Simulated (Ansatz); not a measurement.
Ansatz (a quantum-chemistry and plane-wave program) run on MgCd (R-3m, 2 atoms in the cell): zone-centre phonon calculation.

Method of the run: LDA (PW92), default PAW files made with PBE (plane waves; Ansatz).

```
MgCd
1.0
    1.60763     0.92817     4.80265
   -1.60763     0.92817     4.80265
    0.00000    -1.85633     4.80265
Mg Cd
1 1
Direct
  0.50000   0.50000   0.50000
  0.00000   0.00000   0.00000
```

Reference input (self-consistent single point, DFT, LDA (PW92), plane waves, default PAW files made with PBE): basis.ecutwfc = 420 eV; kpoints.mp_grid.grid = 12 12 12; hamiltonian.xc = lda; hamiltonian.pseudopotentials = {kind: paw} (the program's default PAW files); scf.occupations.method = gaussian; scf.occupations.width = 0.1 eV. This run's input differs from it in these lines:

Ansatz 0.2 input:
```diff
@@ -16,7 +16,5 @@
 scf:
-  occupations: { method: gaussian, width: 0.1 }
-output:
-  forces: true
-  eigenvalues: true
-  stress: true
+  occupations: { method: gaussian, width: 0.05 }
+phonons:
+  method: dfpt
```

The program printed (abridged):

```
SCF iter   1: F=—  HF=-10019.625426 eV  |F-HF|=—  |Δ(HF+E_count)|=         —  Δρ=8.71e-3  dr2=2.06e-2  ethr=1.77e-3  ⟨swp⟩=5.7  Hψ=39233  notcnv=0
all-band conjugate gradients solve this SCF's bands
preconditioner: auto → none
SCF iter   2: F=—  HF=-10019.615872 eV  |F-HF|=—  |Δ(HF+E_count)|=   9.55e-3  Δρ=2.55e-3  dr2=1.47e-3  ethr=6.88e-5  ⟨swp⟩=2.2  Hψ=20134  notcnv=0  defer=44
   [... lines left out ...]
SCF iter   5: F=—  HF=-10019.615351 eV  |F-HF|=—  |Δ(HF+E_count)|=   6.86e-6  Δρ=1.36e-4  dr2=2.91e-6  ethr=1.35e-7  ⟨swp⟩=2.2  Hψ=11719  notcnv=0  defer=44
SCF iter   6: F=—  HF=-10019.615368 eV  |F-HF|=—  |Δ(HF+E_count)|=   1.67e-5  Δρ=1.61e-5  dr2=4.35e-8  ethr=9.70e-9  ⟨swp⟩=2.2  Hψ=15679  notcnv=0  defer=44
SCF iter   7: F=—  HF=-10019.615368 eV  |F-HF|=—  |Δ(HF+E_count)|=   1.10e-8  Δρ=1.12e-6  dr2=2.21e-10  ethr=1.45e-10  ⟨swp⟩=2.0  Hψ=15671  notcnv=0  defer=44
SCF iter   8: F=-10019.615368 eV  HF=-10019.615368 eV  |F-HF|=0.00e0  |Δ(HF+E_count)|=  9.09e-11  Δρ=5.81e-8  dr2=7.19e-13  ethr=1.00e-12  ⟨swp⟩=4.4  Hψ=44382  notcnv=0
SCF 1 converged in 8 iterations: F = -10019.615368 eV  dr2 = 7.19e-13
DFPT response loops at Γ: preconditioner auto → Kerker (q_TF=auto, 2.569 Å⁻¹) (partly filled bands, converged f_vac=0.000) …
Free energy (F): -10019.615368 eV
Internal energy: -10019.614823 eV  (E = F + TS)
E sigma→0 (E₀):  -10019.615095 eV
Entropy (-TS):   -0.000545 eV (-0.273 meV/atom)
Fermi energy:    10.096436 eV
--- Phonons (Γ-DFPT): 4 representative perturbations + reference, on 476 of 1728 k-points (Σ response iterations 14) ---
  k mesh reduced under 2 symmetry operations, with k and −k counted as one. Each operation leaves every solved perturbation unchanged …
  ASR residual: 4.515e-5 → 0.000e0 eV/Å²; symmetrization residual: 4.223e-6 eV/Å²
  ASR residual per site (eV/Å²): 4.52e-5 3.18e-5
  Γ frequencies (cm⁻¹): 0.00 0.00 0.00 104.52 104.52 211.14
  non-analytic LO–TO correction: not included (Born effective charges unavailable; polar crystals: no LO–TO splitting at Γ)
```

The run converged in 8 iterations. 

Summary of the result:
```
Property                                                                   Value
--------------------------------------------------------  ----------------------
Free energy E − TS (on the zero of these files)                   -10019.6154 eV
Fermi level (on the code's own zero)                                    10.10 eV
Zone-centre frequencies (cm⁻¹; negative means imaginary)  0, 0, 0, 105, 105, 211
```

The starting cell comes from a database of computed structures (which also holds hypothetical and non-ambient phases and stackings), without a prior relaxation at this level. Its lattice was rescaled by up to half a per cent.

Cost on one core of a shared machine: roughly 3 min.
